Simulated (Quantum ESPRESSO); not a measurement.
Worked example: self-consistent single point of NbIr (P4/mmm, 2 atoms in the cell) in Quantum ESPRESSO.

Method of the run: LDA (PZ), spin-orbit coupling, PseudoDojo fully relativistic norm-conserving (PBE) pseudopotentials (plane waves; Quantum ESPRESSO).

```
CELL_PARAMETERS angstrom
      2.87823     0.00000     0.00000
      0.00000     2.87823     0.00000
      0.00000     0.00000     3.87415
ATOMIC_POSITIONS crystal
  Nb 0.50000 0.50000 0.50000
  Ir 0.00000 0.00000 0.00000
```

Reference input (self-consistent single point, DFT, LDA (PW92), plane waves, PseudoDojo standard norm-conserving (LDA) pseudopotentials): ecutwfc = 85 Ry; occupations = smearing; smearing = fd; degauss = 0.0073499 Ry; potentials = {Nb: Nb.upf, Ir: Ir.upf}; K_POINTS = automatic 9 9 7 0 0 0; conv_thr = 1e-09 Ry; mixing_beta = 0.4. This run's input differs from it in these lines:

```diff
@@ -18,2 +18,5 @@
    degauss = 0.0073499,
+   noncolin = .true.,
+   lspinorb = .true.,
+   input_dft = 'pz',
 /
```

Its files differ too (potentials: PseudoDojo fully relativistic norm-conserving (PBE)).

The program printed (abridged):

```
     Self-consistent Calculation

     iteration #  1     ecut=    85.00 Ry     beta= 0.40

     total energy              =    -354.61597009 Ry
     estimated scf accuracy    <       0.41342520 Ry

     iteration #  2     ecut=    85.00 Ry     beta= 0.40

     total energy              =    -354.61962793 Ry
     estimated scf accuracy    <       0.95097129 Ry

     iteration #  3     ecut=    85.00 Ry     beta= 0.40

     total energy              =    -354.74156213 Ry
     estimated scf accuracy    <       0.02737498 Ry

   [... 6 blocks of this kind left out ...]

     iteration # 10     ecut=    85.00 Ry     beta= 0.40

     total energy              =    -354.74699746 Ry
     estimated scf accuracy    <          7.1E-09 Ry

     iteration # 11     ecut=    85.00 Ry     beta= 0.40
     End of self-consistent calculation

     the Fermi energy is    21.1751 ev

!    total energy              =    -354.74699746 Ry
     estimated scf accuracy    <          1.0E-10 Ry
     smearing contrib. (-TS)   =      -0.00475681 Ry
     internal energy E=F+TS    =    -354.74224065 Ry

     convergence has been achieved in  11 iterations

     Forces acting on atoms (cartesian axes, Ry/au):

     atom    1 type  1   force =     0.00000000    0.00000000    0.00000000
     atom    2 type  2   force =     0.00000000    0.00000000    0.00000000

     Total force =     0.000000     Total SCF correction =     0.000000

          total   stress  (Ry/bohr**3)                   (kbar)     P=     -116.38
  -0.00087092   0.00000000   0.00000000         -128.12        0.00        0.00
   0.00000000  -0.00087092   0.00000000            0.00     -128.12        0.00
   0.00000000   0.00000000  -0.00063166            0.00        0.00      -92.92

   JOB DONE.
```

The run converged in 11 iterations. Against the reference run the pressure goes from -12.73 to -11.64 GPa.

The starting cell comes from a database of computed structures (which also holds hypothetical and non-ambient phases and stackings), without a prior relaxation at this level. With a pressure of about -12 GPa the cell is away from its equilibrium volume at this level.

Cost on one core of a shared machine: roughly 2 min.
